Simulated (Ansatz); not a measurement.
Base system: SiC in the wurtzite structure (space group P6_3mc, No. 186; a = 3.076 Å, c = 5.048 Å). Axes: x lies along a and z along c of the hexagonal cell.

Now apply this change: biaxial strain −4.09 %, plane normal [001], relaxed out of plane (Cartesian); in-plane vectors clamped, the third vector and the atoms free.

Levels (all Ansatz, a quantum-chemistry and plane-wave program, PAW): PBEsol (420 eV, scalar-relativistic without spin-orbit coupling); r2SCAN (500 eV, scalar-relativistic without spin-orbit coupling); HSE06 (420 eV, spin-orbit coupling left out).

One geometry, relaxed with PBEsol, under each level:

```json
[
 {"level": "PBEsol", "band gap": "1.50 eV", "lowest conduction level above the VBM at special points": "K 1.50 eV; L 2.88 eV; M 3.00 eV; H 4.77 eV", "electron mass": "0.26 mₑ out of plane, 0.40 mₑ in plane (at K)", "pressure": "19.28 GPa"},
 {"level": "r2SCAN", "band gap": "2.03 eV", "lowest conduction level above the VBM at special points": "K 2.03 eV; L 3.42 eV; M 3.60 eV; H 5.36 eV", "electron mass": "0.26 mₑ out of plane, 0.41 mₑ in plane (at K)", "pressure": "19.71 GPa"},
 {"level": "HSE06", "band gap": "?", "lowest conduction level above the VBM at special points": "?", "electron mass": "–", "pressure": "–"}
]
```

Problem. Give the withheld HSE06 results.

Solution. 
- HSE06, band gap: 2.55 eV
- HSE06, lowest conduction level above the VBM at special points: K 2.55 eV; L 4.00 eV; M 4.13 eV; Γ 6.82 eV

Single points use the geometry relaxed with PBEsol. Their cutoffs differ, which shifts pressures a little. HSE06 gaps are upper bounds (no full band path). Masses are band curvatures over ±0.01 Å⁻¹ around the edge. Whether these cells are dynamically stable was not tested.
